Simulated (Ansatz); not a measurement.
For RhPb (P6/mmm, No. 191), PBEsol in Ansatz (PAW) gives:

| Item | Result |
|---|---|
| equilibrium lattice constant a | 5.664 Å |
| c axis length | 4.443 Å |

**Question.** What does r²SCAN (Ansatz, a program for electronic structure, plane waves, PAW) give for the same quantities?

**Answer.** 
- lattice constant a: 5.706 Å (rises by 0.7 %)
- lattice parameter c: 4.460 Å (rises by 0.4 %)

Changes are worked out from the printed values.

Unless a cell is named, each level is at its own relaxed cell (PBEsol 20.57, r²SCAN 20.96 Å³/atom).

Levels without +SOC leave out spin–orbit coupling, which shifts energies and cells of such heavy elements.

The crystal itself was run without spin with PBEsol, r²SCAN; a magnetic state was not tried in these runs.

Ansatz's density-functional and Hartree–Fock values are scalar-relativistic unless marked +SOC, with PAW data made under PBE.
